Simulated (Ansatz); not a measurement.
The starting structures come from a database of crystals and need not be the phases stable at ambient conditions.

By PBEsol, the system below comes out a metal.

The ballistic (Sharvin) conductance counts the channels at the Fermi level: G/A = (e²/h) × channels of both spins per area.

Input:

```yaml
crystal:
  lattice:
    - [4.43199, 0.00000, 0.00000]
    - [0.00000, 4.43199, 0.00000]
    - [0.00000, 0.00000, 4.43199]
  atoms:
    - { symbol: Sc, position: [0.50000, 0.00000, 0.50000] }
    - { symbol: Sc, position: [0.00000, 0.50000, 0.50000] }
    - { symbol: Sc, position: [0.50000, 0.50000, 0.00000] }
    - { symbol: Al, position: [0.00000, 0.00000, 0.00000] }
```

Space group of this cell: Pm-3m, Cu3Au type. The cell is taken as given; by PBEsol its mean pressure is -2.5 GPa.

The current flows along the normal of the first two printed cell vectors, the (001) plane of the conventional cell. No spin-orbit coupling; the value is a mean over 0.1 eV about the Fermi level.

Give the ballistic conductance per area that Ansatz (an electronic-structure program) with PBEsol yields.

0.61 × 10¹⁵ S/m² for both spins.
